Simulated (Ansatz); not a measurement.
A computed series for W: response to strain

Take W in the bcc (W type) structure (space group Im-3m, No. 229; a = 3.1353 Å; relaxed with 0.1 eV smearing) as the base.

Strains are applied to the cell and any free atomic positions relax.

The values are results of LDA (Ansatz, a first-principles code; PAW; 420 eV plane waves; no spin-orbit coupling), not measurements.

Notes on the quantities. energy relative to the base: free energy F.

| variant | pressure | energy relative to the base | volume per atom |
|---|---|---|---|
| base | 0.0 GPa | 0 meV/atom | 15.41 Å³ |
| isotropic strain −3.00 % | 37.0 GPa | +144 meV/atom | 14.06 Å³ |
| isotropic strain −2.50 % | 29.8 GPa | +98 meV/atom | 14.28 Å³ |
| isotropic strain −2.00 % | (withheld) | (withheld) | 14.50 Å³ |
| isotropic strain −1.50 % | 16.7 GPa | +34 meV/atom | 14.73 Å³ |
| isotropic strain −0.50 % | 5.2 GPa | +3.7 meV/atom | 15.18 Å³ |
| isotropic strain +0.50 % | -4.9 GPa | +3.6 meV/atom | 15.64 Å³ |
| isotropic strain +1.50 % | -13.6 GPa | +31 meV/atom | 16.11 Å³ |
| isotropic strain +2.50 % | -21.3 GPa | +84 meV/atom | 16.59 Å³ |
| isotropic strain +3.00 % | -24.7 GPa | +119 meV/atom | 16.84 Å³ |

Question: Complete the table.

Answer: 
- isotropic strain −2.00 %, pressure: 23.0 GPa
- isotropic strain −2.00 %, energy relative to the base: +62 meV/atom

Stability against distortions was not tested. All final runs are without spin polarisation.
